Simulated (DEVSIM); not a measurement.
Structure: TaN/HfO2/p-Si capacitor, at 300 K.

Layer 1 from the left is HfO2, thickness (nm) 14.0. Layer 2 from the left is Si, thickness (nm) 350, Na (cm⁻³) 2.7e18.

Metal gate on the left, work function 4.4 eV. Fixed charge at the semiconductor interface 0 cm⁻² (in units of +e); no interface traps.

The device is made up for the run: typed textbook-type constants, with dimensions and the other settings drawn at random. Values at 300 K.

HfO2: gap (eV) 5.7, affinity (eV) 2.5, permittivity 22. Si: gap (eV) 1.124, affinity (eV) 4.05, permittivity 11.7, Nc (cm⁻³) 2.86e19, Nv (cm⁻³) 3.1e19.

Task: Estimate by hand the flat-band voltage, the threshold voltage, and compare with a numerical solution.

Result: 
- Flat-band voltage: C = 1.39 μF/cm², work-function difference -0.711 V; VFB = φms − qNf/C = -0.71 V; numerical -0.71 V.
- Threshold voltage: φF = 0.500 V, depletion charge √(4εqNφF) = 9.47e-7 C/cm²; VT = VFB + 2φF + Qd/C = 0.97 V; numerical 0.97 V.

Model (solved in DEVSIM): 1D Poisson equation in equilibrium, Boltzmann statistics, complete ionisation; no quantum confinement or tunnelling. Metal contacts follow the ideal Schottky-Mott rule: no Fermi-level pinning, no interface dipoles.
